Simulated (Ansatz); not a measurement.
Input and output of a self-consistent single point for YInCu₄ (F-43m, 6 atoms in the cell) (Ansatz, a first-principles code).

Level of theory: PBEsol with spin-orbit coupling, default PAW files made with PBE (plane waves; Ansatz).

```yaml
crystal:
  lattice:
    - [0.00000, 3.52615, 3.52615]
    - [3.52615, 0.00000, 3.52615]
    - [3.52615, 3.52615, 0.00000]
  atoms:
    - { symbol: Y, position: [0.00000, 0.00000, 0.00000] }
    - { symbol: In, position: [0.75000, 0.75000, 0.75000] }
    - { symbol: Cu, position: [0.37533, 0.37533, 0.37533] }
    - { symbol: Cu, position: [0.87401, 0.37533, 0.37533] }
    - { symbol: Cu, position: [0.37533, 0.37533, 0.87401] }
    - { symbol: Cu, position: [0.37533, 0.87401, 0.37533] }
```

Reference input (self-consistent single point, DFT, PBEsol, plane waves, default PAW files made with PBE): basis.ecutwfc = 30.9 Ry; kpoints.mp_grid.grid = 9 9 9; hamiltonian.xc = pbesol; hamiltonian.pseudopotentials = {kind: paw} (the program's default PAW files); scf.occupations.method = gaussian; scf.occupations.width = 0.02 Ry. This run's input differs from it in these lines:

Ansatz 0.2 input:
```diff
@@ -19,2 +19,5 @@
   pseudopotentials: { kind: paw }
+magnetization:
+  noncollinear: true
+  spin_orbit: true
 scf:
```

Log, with long lists cut:

```
SCF iter   1: F=—  HF=-35696.473430 eV  |F-HF|=—  |Δ(HF+E_count)|=         —  Δρ=4.76e-1  dr2=1.68e2  dr2_m=0.00e0 (ungated)  ethr=3.10e-3  |M|=0.00e0 ∫|m|=0.00e0 μB  |m|>n=0.0e0 m-floor=0.0e0 τ_xc=0.0e0  β_m=0.30  ⟨swp⟩=7.1  Hψ=19979  notcnv=0
all-band conjugate gradients solve this SCF's bands
preconditioner: auto → Kerker (q_TF=auto, 2.789 Å⁻¹)
spin=Noncollinear: Kerker preconditioning applied to the charge; magnetization (m_x, m_y, m_z) channels mix plain (no charge-response kernel on spin).
   [... lines left out ...]
SCF iter  11: F=—  HF=-35681.379045 eV  |F-HF|=—  |Δ(HF+E_count)|=   6.28e-5  Δρ=1.81e-5  dr2=2.22e-7  dr2_m=0.00e0 (ungated)  ethr=1.76e-9  |M|=0.00e0 ∫|m|=0.00e0 μB  |m|>n=0.0e0 m-floor=0.0e0 τ_xc=0.0e0  β_m=0.96  ⟨swp⟩=2.0  Hψ=6288  notcnv=0  defer=324
SCF iter  12: F=-35681.379045 eV  HF=-35681.379045 eV  |F-HF|=4.26e-8  |Δ(HF+E_count)|=   2.02e-8  Δρ=7.44e-6  dr2=3.06e-8  dr2_m=0.00e0 (ungated)  ethr=1.00e-10  |M|=0.00e0 ∫|m|=0.00e0 μB  |m|>n=0.0e0 m-floor=0.0e0 τ_xc=0.0e0  ⟨swp⟩=10.0  Hψ=17026  notcnv=0
SCF 1 converged in 12 iterations: F = -35681.379045 eV  dr2 = 3.06e-8
Magnetization: |M| = 0.0000 μB,  M = (+0.0000, +0.0000, +0.0000) μB
Absolute magnetization: 0.0000 μB (∫|m|)
  site 0: m = (+0.0000, +0.0000, +0.0000) μB, |m| = 0.0000 μB  (R = 1.21 Å)
  site 1: m = (+0.0000, +0.0000, +0.0000) μB, |m| = 0.0000 μB  (R = 1.21 Å)
  site 2: m = (+0.0000, +0.0000, +0.0000) μB, |m| = 0.0000 μB  (R = 1.03 Å)
  site 3: m = (+0.0000, +0.0000, +0.0000) μB, |m| = 0.0000 μB  (R = 1.03 Å)
  site 4: m = (+0.0000, +0.0000, +0.0000) μB, |m| = 0.0000 μB  (R = 1.03 Å)
  site 5: m = (+0.0000, +0.0000, +0.0000) μB, |m| = 0.0000 μB  (R = 1.03 Å)
Free energy (F): -35681.379045 eV
Internal energy: -35681.362509 eV  (E = F + TS)
E sigma→0 (E₀):  -35681.370777 eV
Entropy (-TS):   -0.016537 eV (-2.756 meV/atom)
Fermi energy:    16.168536 eV
   [... lines left out ...]
  atom   6  Cu    -0.01278432     0.01278432    -0.01278432
--- Stress (GPa, compression-positive) ---
        4.073050      -0.000000      -0.000000
       -0.000000       4.073050       0.000000
        0.000000       0.000000       4.073050
  P = ⅓ Tr σ = 4.0731 GPa (40.731 kbar)
  The stress holds the Pulay correction. Without it, at fixed plane waves, as pw.x and ABINIT print it: P = 4.0039 GPa
```

The run converged in 12 iterations. Against the reference run the pressure hardly changes (4.13 to 4.07 GPa) and the largest force stays at 0.022 eV/Å.

The starting cell comes from a database of computed structures (which also holds hypothetical and non-ambient phases and stackings), without a prior relaxation at this level. Its lattice was rescaled by a random factor within 2.5 % of one. With a pressure of about 4 GPa the cell is away from its equilibrium volume at this level. Ansatz's pressure includes its estimate of the finite-basis (Pulay) stress.

Cost on one core of a shared machine: roughly 3 min.
